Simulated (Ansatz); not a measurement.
## TiBe12: pressure series

The parent structure is TiBe12 (space group P6/mmm, No. 191; a cell from a computed database, its experimental status unchecked).

```cif
data_Be12Ti
_chemical_formula_sum 'Ti1 Be12'
_space_group_name_H-M_alt 'P 1'
_space_group_IT_number 1
_cell_length_a 4.21220
_cell_length_b 4.21220
_cell_length_c 7.29364
_cell_angle_alpha 90.000
_cell_angle_beta 90.000
_cell_angle_gamma 120.000
loop_
_space_group_symop_operation_xyz
  'x, y, z'
loop_
_atom_site_label
_atom_site_type_symbol
_atom_site_fract_x
_atom_site_fract_y
_atom_site_fract_z
_atom_site_occupancy
Ti1 Ti 0.00000 0.00000 0.00000 1
Be1 Be 0.66667 0.33333 0.00000 1
Be2 Be 0.33333 0.66667 0.00000 1
Be3 Be 0.66667 0.33333 0.50000 1
Be4 Be 0.33333 0.66667 0.50000 1
Be5 Be 0.00000 0.00000 0.34647 1
Be6 Be 0.00000 0.00000 0.65353 1
Be7 Be 0.00000 0.50000 0.24011 1
Be8 Be 0.00000 0.50000 0.75989 1
Be9 Be 0.50000 0.00000 0.24011 1
Be10 Be 0.50000 0.00000 0.75989 1
Be11 Be 0.50000 0.50000 0.24011 1
Be12 Be 0.50000 0.50000 0.75989 1
```

Cell and atoms are relaxed at each pressure.

Method: Ansatz (a first-principles code) PBEsol, scalar-relativistic without spin-orbit coupling.

Notes on the quantities. enthalpy: H = E + PV relative to the base's energy.

```tsv
change	shortest interatomic distance	density	enthalpy
base	2.106 Å	2.31 g/cm³	–
pressure −2 GPa	2.118 Å	2.27 g/cm³	-0.11 eV/atom
pressure −1 GPa	2.112 Å	2.29 g/cm³	-0.05 eV/atom
pressure 0.3 GPa	2.104 Å	2.32 g/cm³	+0.02 eV/atom
pressure 0.7 GPa	2.102 Å	2.32 g/cm³	+0.04 eV/atom
pressure 1.5 GPa	2.098 Å	2.34 g/cm³	+0.08 eV/atom
pressure 3 GPa	2.090 Å	2.37 g/cm³	+0.16 eV/atom
pressure 5 GPa	2.080 Å	2.40 g/cm³	+0.26 eV/atom
pressure 7.5 GPa	2.068 Å	2.44 g/cm³	+0.39 eV/atom
pressure 10 GPa	2.056 Å	2.48 g/cm³	+0.52 eV/atom
```

Load acts through the strain it causes; cell and atoms are relaxed under it. No phonon test of stability was made. No other phases were tried under pressure. All final runs are without spin polarisation. TiBe12 has a high density of states at the Fermi level and may be magnetic at this level.
